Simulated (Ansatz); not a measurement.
Consider Nb3Sn in the A15 (Cr3Si type) structure (space group Pm-3n, No. 223; a = 5.2586 Å).

The values are results of Ansatz (an electronic-structure program) PBEsol, no spin-orbit coupling, not measurements.

One change was made to it. Results:

The volume per atom drops by 0.30 Å³ (18.18 Å³ → 17.88 Å³); the band gap remains zero.

Question: Which change produced these results?
A. pressure 3 GPa
B. pressure 7.5 GPa
C. pressure 10 GPa
D. pressure 1.5 GPa

Answer: A, pressure 3 GPa. For comparison, the volume per atom in the other runs: pressure 10 GPa gives 17.27 Å³; pressure 7.5 GPa gives 17.47 Å³; pressure 1.5 GPa gives 18.03 Å³.

Load acts through the strain it causes; cell and atoms are relaxed under it. Stability against distortions was not tested. No other phases were tried under pressure. The final runs are not spin-polarised.
